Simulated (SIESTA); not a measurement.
Input and output of a self-consistent single point for GaFe (P-6m2, 2 atoms in the cell) (SIESTA).

Method: GGA PBEsol, numerical atomic orbitals TZP, PseudoDojo PBEsol standard norm-conserving potentials (rewritten from UPF to PSML) run with SIESTA.

```xyz
2
Lattice="2.7322 0.0000 0.0000 -1.3661 2.3661 0.0000 0.0000 0.0000 4.0074" Properties=species:S:1:pos:R:3 pbc="T T T"
Ga     0.0000     0.0000     2.0037
Fe     1.3661     0.7887     0.0000
```
Moments meant for the start (each program seeds them in its own way; μB, in the order of the atoms Ga Fe): 0.0 4.0.

Reference input (self-consistent single point, DFT, LDA PW92, numerical atomic orbitals TZP, PseudoDojo LDA standard norm-conserving potentials (rewritten from UPF to PSML)): XC.functional = LDA; XC.authors = PW92; potentials = PseudoDojo LDA standard; PAO.BasisSize = TZP; PAO.EnergyShift = 0.01 Ry; MeshCutoff = 400 Ry; kgrid.MonkhorstPack = 11 11 7; OccupationFunction = FD; ElectronicTemperature = 100 meV; Spin = polarized; DM.InitSpin = [1 +0.00, 2 +4.00]; MaxSCFIterations = 150. This run's input differs from it in these lines:

```diff
@@ -1,2 +1,2 @@
-# files in the folder: Ga.psml Fe.psml (PseudoDojo LDA standard)
+# files in the folder: Ga.psml Fe.psml (PseudoDojo PBEsol standard)
 SystemName  GaFe
@@ -22,4 +22,4 @@
 
-XC.functional                LDA
-XC.authors                   PW92
+XC.functional                GGA
+XC.authors                   PBEsol
 PAO.BasisSize                TZP
```

Log, with long lists cut:

```
        iscf     Eharris(eV)        E_KS(eV)     FreeEng(eV)     dDmax    Ef(eV) dHmax(eV)
   scf:    1    -5455.065055    -5476.613916    -5476.640106  1.151268 -2.249273 18.032431
     spin moment: {S} , |S| = {        0.0        0.0    2.80072 }     2.80072
   scf:    2    -5485.078586    -5481.563947    -5481.593055  0.176724 -3.089125  9.228168
     spin moment: {S} , |S| = {        0.0        0.0    2.68918 }     2.68918
   scf:    3    -5483.621984    -5483.174598    -5483.208009  0.183167 -3.937333  3.474380
     spin moment: {S} , |S| = {        0.0        0.0    2.52796 }     2.52796
   [... lines left out ...]
     spin moment: {S} , |S| = {        0.0        0.0    2.10561 }     2.10561
   scf:   14    -5483.442209    -5483.442223    -5483.496955  0.000205 -4.347918  0.005157
     spin moment: {S} , |S| = {        0.0        0.0    2.10468 }     2.10468
   scf:   15    -5483.442253    -5483.442238    -5483.496956  0.000124 -4.347178  0.000168
     spin moment: {S} , |S| = {        0.0        0.0    2.10549 }     2.10549
   scf:   16    -5483.442238    -5483.442238    -5483.496956  0.000006 -4.347197  0.000058
     spin moment: {S} , |S| = {        0.0        0.0    2.10547 }     2.10547
SCF Convergence by DM+H criterion
max |DM_out - DM_in|         :     0.0000058431
max |H_out - H_in|      (eV) :     0.0000584402
SCF cycle converged after 16 iterations

Using DM_out to compute the final energy and forces

siesta: E_KS(eV) =            -5483.4422

siesta: E_KS - E_eggbox =     -5483.4422

siesta: Atomic forces (eV/Ang):
     1   -0.000092    0.000054    0.000000
     2    0.000085   -0.000050    0.000000
   Tot   -0.000007    0.000003    0.000000
   Max    0.000092
   Res    0.000059    sqrt( Sum f_i^2 / 3N )
   Max    0.000092    constrained

Stress tensor Voigt[x,y,z,yz,xz,xy] (kbar):       61.16       61.55       40.77        0.00        0.00        0.34
(Free)E + p*V (eV/cell)    -5484.3781
Target enthalpy (eV/cell)    -5483.4970

siesta: Program's energy decomposition (eV):
siesta: FreeEng =     -5483.496956

   [... lines left out ...]
siesta: Cell volume =         25.906897 Ang**3
siesta:         -54.49246727        -54.49411490  kBar
   [... lines left out ...]
              0.127   0.167   0.454   0.340   0.568   0.340   0.454  -0.071

             -0.034  -0.081  -0.034  -0.071   0.028   0.029   0.045   0.029

              0.028

mulliken: Qtot =       13.447

Mulliken Atomic Populations:
Atom #   charge [q] valence [e]      Sz [e]  Species
     1    -0.643761   13.643761   -0.267028  Ga
     2     0.643761   15.356239    2.372496  Fe
 Total    -0.000000                2.105468
```

The run converged in 16 iterations. Against the reference run the pressure goes from -12.42 to -5.45 GPa and the size of the net moment goes from 0.98 to 1.05 μB/atom.

The starting cell comes from a database of computed structures (which also holds hypothetical and non-ambient phases and stackings), without a prior relaxation at this level. Its lattice was rescaled by a random factor within 2.5 % of one. With one magnetic atom in the cell only a parallel order is possible. Values carry the incompleteness of an atom-centred basis. With a pressure of about -5 GPa the cell is away from its equilibrium volume at this level.

Cost on one core of a shared machine: roughly 3 min.
